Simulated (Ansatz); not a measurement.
Abridged Ansatz (an electronic-structure program) output:

```
Relaxation: its limit of steps is 50 (relax.max_steps)
Pseudopotential: In, paw, valence charge 13
Pseudopotential: Se, paw, valence charge 16
Crystal: 8 atoms, lattice volume = 227.892 Å³
Basis set: ecut = 500 eV, 5873 PW (Γ), exchange–correlation on 120×120×480 points (64 copies of the dense FFT grid, shifted against one another)
Bands: 70, of which v1, the nominal top of the filled ones, is band 58 counted from 1 (57 counted from 0)
Symmetry: 24 space group operations
k-points: 28 of 200
Functional: x = r2scan, c = r2scan + rvv10(b = 11.95, C = 0.0093); τ floored in thin density (d = 2e-4 eV/Å³)
SCF iter   1: F=—  HF=-44352.121044 eV  |F-HF|=—  |Δ(HF+E_count)|=         —  Δρ=5.40e-3  dr2=4.32e-2  dr2_τ=3.41e-2  ethr=1.77e-3  ⟨swp⟩=6.2  Hψ=7807  notcnv=0  defer=22
SCF iter   2: F=—  HF=-44352.168536 eV  |F-HF|=—  |Δ(HF+E_count)|=   4.75e-2  Δρ=2.47e-3  dr2=1.07e-2  dr2_τ=3.89e-4  ethr=3.72e-5  ⟨swp⟩=2.0  Hψ=3513  notcnv=0  defer=155
SCF 1 converged in 9 iterations: F = -44352.170553 eV  dr2 = 3.06e-10
relax step   1: F+E_penalty+E_count = -44352.17055346 eV  Δ(F+E_penalty+E_count) = +0.000e0 eV  max|allowed force component| = 3.197e-1 eV/Å  Δτ_max = 0.0000 Å  (9 SCF iters, accepted)
Crystal: 8 atoms, lattice volume = 227.892 Å³
SCF iter   1: F=—  HF=-44350.998851 eV  |F-HF|=—  |Δ(HF+E_count)|=         —  Δρ=1.59e-2  dr2=5.00e-1  dr2_τ=1.51e0  ethr=4.27e-4  ⟨swp⟩=1.1  Hψ=7878  notcnv=0  defer=68
SCF iter   2: F=—  HF=-44352.018246 eV  |F-HF|=—  |Δ(HF+E_count)|=    1.02e0  Δρ=6.64e-3  dr2=6.99e-2  dr2_τ=4.08e-3  ethr=4.27e-4  ⟨swp⟩=3.0  Hψ=3225  notcnv=0  defer=68
SCF 2 converged in 10 iterations: F = -44352.029867 eV  dr2 = 4.07e-10
relax step   2: F+E_penalty+E_count = -44352.02986686 eV  Δ(F+E_penalty+E_count) = +1.407e-1 eV  max|allowed force component| = 5.753e-1 eV/Å  Δτ_max = 0.1951 Å  (10 SCF iters, rejected (line search))
Crystal: 8 atoms, lattice volume = 227.892 Å³
SCF iter   1: F=—  HF=-44351.683011 eV  |F-HF|=—  |Δ(HF+E_count)|=         —  Δρ=1.04e-2  dr2=1.91e-1  dr2_τ=7.85e-1  ethr=1.69e-3  ⟨swp⟩=4.9  Hψ=5158  notcnv=0  defer=86
SCF iter   2: F=—  HF=-44352.214020 eV  |F-HF|=—  |Δ(HF+E_count)|=   5.31e-1  Δρ=4.32e-3  dr2=2.44e-2  dr2_τ=2.01e-3  ethr=1.65e-4  ⟨swp⟩=3.0  Hψ=3711  notcnv=0  defer=146
SCF 3 converged in 10 iterations: F = -44352.222154 eV  dr2 = 6.17e-11
relax step   3: F+E_penalty+E_count = -44352.22215356 eV  Δ(F+E_penalty+E_count) = -5.160e-2 eV  max|allowed force component| = 2.744e-1 eV/Å  Δτ_max = 0.0818 Å  (10 SCF iters, accepted)
Crystal: 8 atoms, lattice volume = 227.892 Å³
[...]
Fermi energy:    7.854499 eV
--- Forces (eV/Å), atoms counted from 1 ---
  atom   1  In    -0.00000000    -0.00000000     0.00066975
  atom   2  In    -0.00000000     0.00000000     0.00066975
  atom   3  In    -0.00000000     0.00000000    -0.00066975
  atom   4  In    -0.00000000    -0.00000000    -0.00066975
  atom   5  Se    -0.00000000    -0.00000000     0.00058649
  atom   6  Se     0.00000000     0.00000000     0.00058649
  atom   7  Se     0.00000000     0.00000000    -0.00058649
  atom   8  Se    -0.00000000    -0.00000000    -0.00058649
--- Stress (GPa, compression-positive) ---
        0.622010      -0.000000       0.000000
        0.000000       0.622010       0.000000
        0.000000       0.000000       1.775401
  P = ⅓ Tr σ = 1.0065 GPa (10.065 kbar)
--- Relaxed structure (5 steps of the walk, 4 accepted, 0 SCFs on fresh bases) ---
  atoms:
    - { symbol: In, position: [0.3333333333333333, 0.6666666666666666, 0.6653845816554613] }
    - { symbol: In, position: [0.6666666666666666, 0.3333333333333333, 0.16538458165546144] }
    - { symbol: In, position: [0.6666666666666666, 0.3333333333333333, 0.3346154183445386] }
    - { symbol: In, position: [0.3333333333333333, 0.6666666666666666, 0.8346154183445388] }
    - { symbol: Se, position: [0.3333333333333333, 0.6666666666666666, 0.08865852291433104] }
    - { symbol: Se, position: [0.6666666666666666, 0.3333333333333333, 0.5886585229143311] }
    - { symbol: Se, position: [0.6666666666666666, 0.3333333333333333, 0.9113414770856691] }
    - { symbol: Se, position: [0.3333333333333333, 0.6666666666666666, 0.411341477085669] }
```

Problem. What was computed, and what are the main results?

Solution. InSe, 8 atoms in the cell, with r2SCAN+rVV10/PAW in Ansatz, no spin-orbit coupling. The last SCF converged to F = -44352.232807 eV, or -5544.0291 eV per atom, at a pressure of 1.01 GPa. The total energy compares only with runs of the same code, potentials and settings.

The cells carry an imposed strain or load. Whether these cells are dynamically stable was not tested. The cell was made from InSe in the beta-GaS type structure (space group P6_3/mmc, No. 194; layered, stacked along the Cartesian z axis) by this change: uniaxial strain ε_zz = −3.67 %.

Keys are those of Ansatz 0.2.
